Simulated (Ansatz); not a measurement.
Consider the following.

End structure of NH2 on the (100) surface of germanium (p(2x2) alternately buckled dimers; a constructed slab, bottom: dihydride, held), one in a cell of 66 Å², started at the site 'over Ge at depth 1.6 Å':

```
CELL_PARAMETERS angstrom
      8.14587     0.00000     0.00000
      0.00000     8.14587     0.00000
      0.00000     0.00000    30.50000
ATOMIC_POSITIONS crystal
  Ge 0.25000 0.00000 0.34812
  Ge 0.75000 0.00000 0.34812
  Ge 0.25000 0.50000 0.34812
  Ge 0.75000 0.50000 0.34812
  Ge 0.25000 0.25000 0.39534
  Ge 0.75000 0.25000 0.39534
  Ge 0.25000 0.75000 0.39534
  Ge 0.75000 0.75000 0.39534
  Ge 0.99798 0.25025 0.44210
  Ge 0.50202 0.24975 0.44210
  Ge 0.99798 0.74975 0.44210
  Ge 0.50202 0.75025 0.44210
  Ge 0.99146 0.00000 0.48903
  Ge 0.50156 0.00000 0.48925
  Ge 0.99844 0.50000 0.48925
  Ge 0.50854 0.50000 0.48903
  Ge 0.24603 0.99888 0.53326
  Ge 0.74706 0.99959 0.53913
  Ge 0.25435 0.49981 0.53384
  Ge 0.75356 0.50022 0.53880
  Ge 0.25261 0.24773 0.57923
  Ge 0.74758 0.25080 0.58697
  Ge 0.25114 0.75093 0.57998
  Ge 0.74818 0.74909 0.58724
  Ge 0.00922 0.24849 0.63073
  Ge 0.48940 0.25907 0.63186
  Ge 0.00737 0.75996 0.63224
  Ge 0.48951 0.74166 0.63193
  Ge 0.11377 0.00815 0.67302
  Ge 0.42564 0.00044 0.67204
  Ge 0.13661 0.50391 0.65667
  Ge 0.43209 0.50043 0.68278
  H  0.39806 0.00000 0.31517
  H  0.10194 0.00000 0.31517
  H  0.89806 0.00000 0.31517
  H  0.60194 0.00000 0.31517
  H  0.39806 0.50000 0.31517
  H  0.10194 0.50000 0.31517
  H  0.89806 0.50000 0.31517
  H  0.60194 0.50000 0.31517
  N  0.04243 0.03233 0.73127
  H  0.08816 0.94262 0.75124
  H  0.91749 0.03071 0.73410
```

Set-up: 43 atoms, 11.3 Å thick at the start with caps and adatoms under the adsorbate (thin: gaps and levels are the slab's own); mesh 3x3x1; 0.01 eV smearing; dipole correction on; 24 atoms held, the rest relaxed; no symmetry held; spin-polarised, ending with about 0.1 μB a cell, a value that depends on the mesh; orders that need a larger cell were not tried, no spin-orbit, no U, no dispersion correction. The slab shows no gap over 0.04 eV on its mesh. At the end it is bonded to Ge. In PBE this state lies 0.08 eV over the lowest of the starts that converged ('bridge Ge-Ge (span 4.1 Å)').

A negative adsorption energy means that the adsorbate is more stable on the surface than in its reference.

Estimate the work function of the top face that PBE in Ansatz (an electronic-structure program) returns for this input.

4.32 eV

What change of the step from the bottom to the top vacuum level, against the clean slab does PBE give?

-0.14 eV

What adsorption energy against NH3(g) − ½ H2(g) does PBE give?

0.10 eV

What is the computed change of the work function (PBE)?

-0.22 eV
